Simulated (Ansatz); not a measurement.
NH2 on the 1x1 (110) surface of zinc-blende InP (cut with top plane In + P), one in a 2x1 cell, started at the site 'top In'

Host crystal: zinc-blende InP, with a band gap (PBE, scalar-relativistic without spin-orbit coupling).

Computed with r2SCAN, at the PBE geometry and the start's symmetry (plane waves to 500 eV, PAW; Ansatz, an electronic-structure program).

Set-up: 23 atoms, 8.9 Å thick at the start under the adsorbate (thin: gaps and levels are the slab's own); mesh 3x4x1; 0.01 eV smearing; dipole correction on; single point; on the structure that PBE left under its start's symmetry; spin-polarised, ending with about 0.8 μB a cell, a value that depends on the mesh; orders that need a larger cell were not tried, no spin-orbit, no U, no dispersion correction. The slab shows no gap over 0.04 eV on its mesh. The program's check for a lower electronic state was not made. It is one chosen start, not shown to be the lowest state of the adsorbate.

The adsorption energy against NH3(g) − ½ H2(g) at the same level comes out as 1.27 eV. The change of the step from the bottom to the top vacuum level, against the clean slab is -0.27 eV and the height of the binding atom over the mean of the host atoms within 0.3 Å of the top one comes out as 1.325 Å. The nearest host atoms of the binding atom is In at 2.12 Å, P at 3.57 Å, P at 3.79 Å and the note is in the relaxation the adsorbate left its starting site by 1.9 Å.

A negative adsorption energy means that the adsorbate is more stable on the surface than in its reference.
